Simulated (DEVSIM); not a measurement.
Structure: Pd/SiO2/p-GaAs capacitor, at 300 K.

```
layer (left to right)  material  thickness (nm)  Na (cm⁻³)
---------------------  --------  --------------  ---------
1                          SiO2            1.80          -
2                          GaAs            3100     4.3e16
```

Metal gate on the left, work function 5.2 eV. Fixed charge at the semiconductor interface 0 cm⁻² (in units of +e); no interface traps.

This is a model device: material constants are rounded textbook-type values typed into the input, and sizes, dopings and lifetimes were drawn at random. Values at 300 K.

```csv
parameter,SiO2,GaAs
gap (eV),9,1.424
affinity (eV),0.9,4.07
permittivity,3.9,12.9
Nc (cm⁻³),-,4.7e17
Nv (cm⁻³),-,9e18
```

Simulated with DEVSIM: 1D Poisson equation in equilibrium, Boltzmann statistics, complete ionisation; no quantum confinement or tunnelling. Metal contacts follow the ideal Schottky-Mott rule: no Fermi-level pinning, no interface dipoles.

The substrate doping was swept, all else fixed.

```csv
substrate doping (cm^-3),flat-band voltage (V),minimum of the low-frequency capacitance (μF/cm²)
2.2e15,-0.08,0.0148
4.3e15,-0.10,0.0203
8.6e15,-0.11,0.0283
2.2e16,-0.14,0.0434
4.3e16,-0.16,0.0593
8.6e16,-0.17,0.0823
```

From the first row to the last the flat-band voltage goes from -0.08 to -0.17. From the first row to the last the minimum of the low-frequency capacitance goes from 0.0148 to 0.0823.
